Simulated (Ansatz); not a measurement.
```
CELL_PARAMETERS angstrom
      3.21839     0.00000     0.00000
     -1.60919     2.78720     0.00000
      0.00000     0.00000     5.24316
ATOMIC_POSITIONS crystal
  Ga 0.66667 0.33333 0.00096
  Ga 0.33333 0.66667 0.50096
  N  0.66667 0.33333 0.62424
  N  0.33333 0.66667 0.12424
```

Relaxed-ion tensors in this frame from Ansatz (a first-principles code), PBE functional, plane-wave PAW. Proper piezoelectric stress tensor e (C/m²):

```
 0.00   0.00   0.00   0.00   0.22   0.00
 0.00   0.00   0.00   0.22   0.00   0.00
 0.34   0.34  -0.58   0.00   0.00   0.00
```

Stiffness C (GPa):

```
 324   113  80.1   0.0   0.0   0.0
 113   324  80.1   0.0   0.0   0.0
80.1  80.1   357   0.0   0.0   0.0
 0.0   0.0   0.0  89.3   0.0   0.0
 0.0   0.0   0.0   0.0  89.3   0.0
 0.0   0.0   0.0   0.0   0.0   105
```

Another polymorph of this substance is known too; which is more stable was not tested here.

Task: Obtain the piezoelectric strain tensor d.

Result: d = e S with S = C⁻¹, in pC/N:

```
 0.0   0.0   0.0   0.0   2.5   0.0
 0.0   0.0   0.0   2.5   0.0   0.0
 1.2   1.2  -2.2   0.0   0.0   0.0
```
